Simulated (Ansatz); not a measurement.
Consider CaS in the rock salt structure (space group Fm-3m, No. 225).

```xyz
2
Lattice="0.0000 2.8166 2.8166 2.8166 0.0000 2.8166 2.8166 2.8166 0.0000" Properties=species:S:1:pos:R:3 pbc="T T T"
Ca     0.0000     0.0000     0.0000
S      2.8166     2.8166     2.8166
```

Cartesian axes are those of the cell as printed.

Computed with PBEsol (Ansatz, a program for electronic structure), scalar-relativistic without spin-orbit coupling.

Strains are applied to the cell and any free atomic positions relax.

One change was made to it. Results:

```tsv
quantity	base	after
valence-band top at Γ (three highest levels, from the VBM)	0.00, 0.00, 0.00 eV	0.00, -0.10, -0.18 eV
band gap	2.16 eV	2.06 eV
```

Question: Which of these changes matches the shifts?
A. tensor shear ε_xy = +1.71 %
B. tensor shear ε_xy = +0.57 %
C. tensor shear ε_xy = +0.29 %

Answer: A, tensor shear ε_xy = +1.71 %. For comparison, the band gap in the other runs: tensor shear ε_xy = +0.29 % gives 2.14 eV; tensor shear ε_xy = +0.57 % gives 2.13 eV.

Stability against distortions was not tested.
